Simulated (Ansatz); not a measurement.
Density of states of CaSe (Fm-3m) above the conduction band minimum, PBEsol, rigid bands (Ansatz, a quantum-chemistry and plane-wave program); cell volume 50.5 Å³.

```json
[
 {"energy from edge (eV)": "0.006", "10⁻³ states/eV/cell": "26.2"},
 {"energy from edge (eV)": "0.031", "10⁻³ states/eV/cell": "59.9"},
 {"energy from edge (eV)": "0.056", "10⁻³ states/eV/cell": "81.0"},
 {"energy from edge (eV)": "0.081", "10⁻³ states/eV/cell": "98.4"},
 {"energy from edge (eV)": "0.106", "10⁻³ states/eV/cell": "114"},
 {"energy from edge (eV)": "0.131", "10⁻³ states/eV/cell": "129"},
 {"energy from edge (eV)": "0.156", "10⁻³ states/eV/cell": "143"},
 {"energy from edge (eV)": "0.181", "10⁻³ states/eV/cell": "156"},
 {"energy from edge (eV)": "0.206", "10⁻³ states/eV/cell": "169"},
 {"energy from edge (eV)": "0.231", "10⁻³ states/eV/cell": "179"},
 {"energy from edge (eV)": "0.256", "10⁻³ states/eV/cell": "191"},
 {"energy from edge (eV)": "0.281", "10⁻³ states/eV/cell": "205"},
 {"energy from edge (eV)": "0.319", "10⁻³ states/eV/cell": "220"},
 {"energy from edge (eV)": "0.344", "10⁻³ states/eV/cell": "232"},
 {"energy from edge (eV)": "0.369", "10⁻³ states/eV/cell": "244"},
 {"energy from edge (eV)": "0.394", "10⁻³ states/eV/cell": "256"},
 {"energy from edge (eV)": "0.419", "10⁻³ states/eV/cell": "267"},
 {"energy from edge (eV)": "0.444", "10⁻³ states/eV/cell": "277"},
 {"energy from edge (eV)": "0.469", "10⁻³ states/eV/cell": "288"},
 {"energy from edge (eV)": "0.494", "10⁻³ states/eV/cell": "300"},
 {"energy from edge (eV)": "0.519", "10⁻³ states/eV/cell": "311"},
 {"energy from edge (eV)": "0.544", "10⁻³ states/eV/cell": "321"},
 {"energy from edge (eV)": "0.569", "10⁻³ states/eV/cell": "334"},
 {"energy from edge (eV)": "0.594", "10⁻³ states/eV/cell": "343"}
]
```

Question: What effective density of states at 300 K does this give (∫ g(E) exp(−E/k_BT) dE, both spins, divided by the cell's size)?

Answer: 2.5e19 cm⁻³, a density-of-states mass of 1.00 mₑ, valleys and band degeneracy included.

Spin-orbit coupling is left out. Geometry: cell and atoms relaxed with PBEsol.

Formula and space group known from diffraction (Crystallography Open Database), not checked to be the room-temperature form: CaSe (Fm-3m).
